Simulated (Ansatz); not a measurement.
Band structure of Pb (Fm-3m, 1 atom in the cell).

```
CELL_PARAMETERS angstrom
      0.00000     2.47500     2.47500
      2.47500     0.00000     2.47500
      2.47500     2.47500     0.00000
ATOMIC_POSITIONS crystal
  Pb 0.00000 0.00000 0.00000
```

Computed with PBE (plane waves, PAW; Ansatz, an electronic-structure program).

Settings: kpoints.mp_grid.grid = 9 9 9; hamiltonian.xc = pbe; hamiltonian.pseudopotentials = {kind: paw} (the program's default PAW files); scf.occupations.method = fermi_dirac; scf.occupations.width = 0.1 eV; kpoints.band_path.npoints = 8.

The starting cell has typed, rounded lattice constants, without a prior relaxation at this level. Spin-orbit coupling is off.

Levels in eV from the Fermi level, bands 4 to 10:
```tsv
point	4	5	6	7	8	9	10
Γ	-16.84	-16.84	-11.65	7.52	7.52	7.52	9.85
X	-16.68	-16.68	-6.60	-3.18	2.15	2.15	5.48
W	-16.80	-16.68	-6.50	-1.28	-1.28	0.36	10.96
K	-16.78	-16.72	-6.69	-2.19	-1.13	3.08	6.57
L	-16.71	-16.71	-8.02	-4.11	5.68	5.68	9.33
U	-16.78	-16.72	-6.69	-2.19	-1.13	3.08	6.57
```

Bands cross the Fermi level along this path, so the cell is metallic at this level.

Keys are those of Ansatz 0.2.
